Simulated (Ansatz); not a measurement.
Where the default PAW files enter, the runs use the earlier of Ansatz's two default sets.

Tunnelling through a barrier is set by its complex band structure: the current falls as exp(−2κd) with the smallest κ.

Consider the following.

```xyz
3
Lattice="3.5993 0.0000 0.0000 0.0000 5.0902 0.0000 1.7996 2.5451 1.7996" Properties=species:S:1:pos:R:3 pbc="T T T"
Zr     0.0000     0.0000     0.0000
O      1.7996     1.2725     0.0000
O      1.7996     3.8176     0.0000
```

Space group of this cell: Fm-3m, fluorite. The cell is taken as given.

Transport runs along the normal of the first two printed cell vectors, the (110) plane of the conventional cell.

The gap is the functional's own, uncorrected, and κ follows it; spin-orbit coupling is left out. Mid-gap values are interpolated between the computed energies.

### Question
Give the band gap and the smallest decay constant κ at mid-gap that Ansatz (a quantum-chemistry and plane-wave program) with r2SCAN yields.

### Answer
Gap 3.88 eV on a 16×16×16 mesh; κ = 0.385 1/Å, at the zone centre.
